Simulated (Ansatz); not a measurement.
rutile SnO$_{2}$ (P4_2/mnm), hydrostatic pressure: does the functional matter?

```
CELL_PARAMETERS angstrom
      4.76912     0.00000     0.00000
      0.00000     4.76912     0.00000
      0.00000     0.00000     3.21204
ATOMIC_POSITIONS crystal
  Sn 0.00000 0.00000 0.00000
  Sn 0.50000 0.50000 0.50000
  O  0.30627 0.30627 0.00000
  O  0.69373 0.69373 0.00000
  O  0.80627 0.19373 0.50000
  O  0.19373 0.80627 0.50000
```

One set of cells (cell and atoms relaxed with PBEsol, then loaded; compression positive), bands by Ansatz (a quantum-chemistry and plane-wave program) at 2 levels.

```json
[
 {"Level": "PBE", "gap at -6.00 GPa (eV)": "0.680", "gap unloaded (eV)": "1.017", "gap at 12.00 GPa (eV)": "1.616"},
 {"Level": "r2SCAN", "gap at -6.00 GPa (eV)": "1.322", "gap unloaded (eV)": "1.681", "gap at 12.00 GPa (eV)": "2.312"}
]
```

Compare the spread of the gaps with that of the shifts.

Loaded minus unloaded: PBE -0.337 and 0.599 eV; r2SCAN -0.359 and 0.631 eV. The unloaded gaps spread over 0.664 eV and the shifts over 0.032 eV, so the levels agree better on the shift. Adding the shifts of PBE to the unloaded gap of r2SCAN gives 1.344 and 2.280 eV, against 1.322 and 2.312 eV computed.

 Gaps are resolved to about 0.01 eV; the mean electron masses of the levels agree within half at each load. Every relaxation keeps the rutile phase, so a transition, a distortion that breaks the symmetry or fracture can't show.
